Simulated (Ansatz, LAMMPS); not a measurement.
# Si well of 13 atomic layers along [001] in random Si0.8Ge0.2, interfaces graded over 4 layers

Cell 16.58 × 16.58 × 54.96 Å, Si622Ge98, 720 atoms. Prepared with LAMMPS with Tersoff's 1989 multicomponent potential (SiCGe.tersoff): minimisation. 

That structure was relaxed on with Ansatz (a quantum-chemistry and plane-wave program) with PBE, support functions at accuracy medium on the grid of 370 eV. Basis: localised support functions (accuracy medium) on a full density matrix. k-points: zone centre alone; occupations: Fermi-Dirac, 0.010 eV; spin polarisation not allowed. Scalar-relativistic, no spin-orbit coupling.

Problem. What does DFT change in the classical structure?

Solution. The energy falls by 0.2 meV an atom over 2 steps; atoms move by 0.008 Å root mean square, 0.02 Å at most.
| quantity | classical minimum | after DFT steps |
|---|---|---|
| 4-fold atoms (%) | 100.0 | 100.0 |
| spread of bond angles (°) | 0.8 | 0.9 |
